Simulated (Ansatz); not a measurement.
System: cubic perovskite CsSnI3 (cubic high-temperature phase). Method: Hartree–Fock (Ansatz, a quantum-chemistry and plane-wave program, plane waves, PAW).

Run with plane-wave cutoff 460 eV, 4×4×4 k mesh, Fermi–Dirac smearing 0.01 eV, scalar-relativistic PAW data made under PBE.

The cell is scaled about its equilibrium volume:

```csv
V (Å³/atom),P (GPa),direct gap at Γ (eV),smallest gap on the k mesh (eV)
53.775,0.73,10.795,5.525
55.462,0.27,10.721,5.700
56.605,0.00,10.672,5.808
58.021,-0.30,10.615,5.932
59.436,-0.57,10.560,6.045
```

The fundamental gap (5.81 eV at the equilibrium volume, on the SCF mesh) lies elsewhere than Γ–Γ.

Note: the cell is over a tenth larger than the published one (another phase or state, or a fault of the published cell, is possible); the relaxation could not lower the start's symmetry, so the cell can be a saddle point above a distorted one.

Spin–orbit coupling is not included; with these elements it can move the gap by several tenths of an eV or more.
